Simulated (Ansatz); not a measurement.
The reference is Ca(OH)2 (space group P-3m1, No. 164; a = 3.5612 Å, c = 4.7677 Å; layered).

Computed with PBEsol/PAW in Ansatz (a program for electronic structure), without spin-orbit coupling.

For the base:

The valley order is Γ 4.19 eV; M (1/2, 0, 0) 5.88 eV.

One thing is altered: cell and atoms relaxed at a pressure of 45 GPa.

How does this affect the valley order?

The valley order (the lowest conduction-band minima on the path, energy above the VBM, named in the base's zone) goes from Γ 4.19 eV; M (1/2, 0, 0) 5.88 eV to M (1/2, 0, 0) 4.57 eV; Γ 6.04 eV.

The levels and masses belong to the bands next to the band gap. Load acts through the strain it causes; cell and atoms are relaxed under it. Whether these cells are dynamically stable was not tested. No other phases were tried under pressure. No dispersion term is included in the PBEsol runs.
